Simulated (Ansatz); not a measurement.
NbAgO3: response to strain

Start from NbAgO3 in the cubic perovskite structure (space group Pm-3m, No. 221; a cell from a computed database, its experimental status unchecked).

```yaml
crystal:
  lattice:
    - [3.94989, 0.00000, 0.00000]
    - [0.00000, 3.94989, 0.00000]
    - [0.00000, 0.00000, 3.94989]
  atoms:
    - { symbol: Nb, position: [0.00000, 0.00000, 0.00000] }
    - { symbol: Ag, position: [0.50000, 0.50000, 0.50000] }
    - { symbol: O, position: [0.50000, 0.00000, 0.00000] }
    - { symbol: O, position: [0.00000, 0.50000, 0.00000] }
    - { symbol: O, position: [0.00000, 0.00000, 0.50000] }
```

Cartesian axes are those of the cell as printed.

Strains are applied to the cell and any free atomic positions relax; under biaxial strain the out-of-plane vector relaxes too.

Levels (all Ansatz, an electronic-structure program, PAW): PBEsol (420 eV, scalar-relativistic without spin-orbit coupling); HSE06 (420 eV, spin-orbit coupling left out).

Band gaps by level, all at the geometries relaxed with PBEsol:

| case | PBEsol | HSE06 |
|---|---|---|
| base | 1.40 eV | 2.73 eV |
| biaxial strain +0.28 %, plane normal [001], relaxed out of plane | 1.39 eV | 2.71 eV |
| biaxial strain +1.18 %, plane normal [001], relaxed out of plane | 1.35 eV | 2.65 eV |
| isotropic strain −5.83 % | 1.57 eV | 3.03 eV |
| uniaxial strain ε_xx = +0.81 % | 1.38 eV | 2.70 eV |

Single points use the geometry relaxed with PBEsol. The hybrid gap comes from the SCF mesh plus the semilocal run's edge points and a few special points and is an upper bound. Whether these cells are dynamically stable was not tested. Many cubic perovskites are stable only at high temperature; tilts and polar distortions were not tested.
